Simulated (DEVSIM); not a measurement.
DEVSIM, 1D Poisson equation in equilibrium, Boltzmann statistics, complete ionisation; no quantum confinement or tunnelling. Metal contacts follow the ideal Schottky-Mott rule: no Fermi-level pinning, no interface dipoles.

System: Mo/Al2O3/SiO2/p-Si capacitor, at 300 K.

| layer (left to right) | material | thickness (nm) | Na (cm⁻³) |
|---|---|---|---|
| 1 | Al2O3 | 6.10 | - |
| 2 | SiO2 | 0.790 | - |
| 3 | Si | 4000 | 2.1e16 |

Metal gate on the left, work function 4.6 eV. Fixed charge at the semiconductor interface 0 cm⁻² (in units of +e); no interface traps.

This is a model device: material constants are rounded textbook-type values typed into the input, and sizes, dopings and lifetimes were drawn at random. Values at 300 K; Nc and Nv go as T^1.5, mobilities as T to minus their exponent, the gap by Varshni's rule with the affinity fixed.

```csv
parameter,Al2O3,SiO2,Si
gap (eV),6.8,9,1.124
affinity (eV),1.35,0.9,4.05
permittivity,9,3.9,11.7
Nc (cm⁻³),-,-,2.86e19
Nv (cm⁻³),-,-,3.1e19
Varshni α (eV/K),-,-,0.000473
Varshni β (K),-,-,636
```

One input was changed, with this effect: minimum of the low-frequency capacitance 0.0517 → 0.0565 μF/cm²; threshold voltage (band bending 2φF) 0.43 → 0.39 V; flat-band voltage -0.39 → -0.33 V.

Task: Which change was it?
A. interface trap density 0 → 1e+11 cm^-2 eV^-1
B. temperature 300 → 350 K
C. substrate doping 2.1e+16 → 1e+16 cm^-3

Result: B, temperature 300 → 350 K
